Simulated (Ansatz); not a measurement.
Amorphous silicon oxynitride (Si₄₅O₁₈N₄₈), 111 atoms at 2.61 g/cm³, one PBE-relaxed geometry, zone centre. Methods: PBE, scalar-relativistic without spin-orbit coupling (Ansatz, an electronic-structure program); r2SCAN, scalar-relativistic without spin-orbit coupling (Ansatz). Plane waves to 420 eV (r2SCAN 500 eV). At PBE the levels at both edges of the gap are localised (band-tail or defect states), and the nearest spread-out levels lie 2.8 eV apart at the zone centre. The higher rungs were started with moments on some atoms, which died out.

The cell was made by melting and quenching with the CHGNet potential and then relaxed with DFT. O and N atoms were pushed apart under 1.9 Å during the dynamics, to hinder bonds among them. The hot cell started wider than the set density and was brought back towards it in steps. It is the lowest in DFT energy of 2 quenches. It is a model cell: composition and starting density were chosen by hand, and all elements were melted together. No dispersion term was used. Its density started from a set value of 2.60 and ended at 2.61 g/cm³. The quench (nominally 130 K/ps over its main leg) was far faster than any real one, so the model tends to hold more defects than a real film. Values belong to this one cell and scatter from quench to quench. Volume and shape were free in the relaxation.

The relaxation ran on the zone centre alone. At PBE the gap between localised states is 1.26 eV on a 2×2×2 Γ-centred mesh, and the spacing at the zone centre alone 1.26 eV.

**Question.** What zone-centre spacing does r2SCAN give, roughly?

**Answer.** 1.61 eV (+0.35 eV against PBE).

The highest filled and the lowest empty state spread over these numbers of atoms (participation numbers): PBE: 3.8 and 3.8; r2SCAN: 3.6 and 3.7.
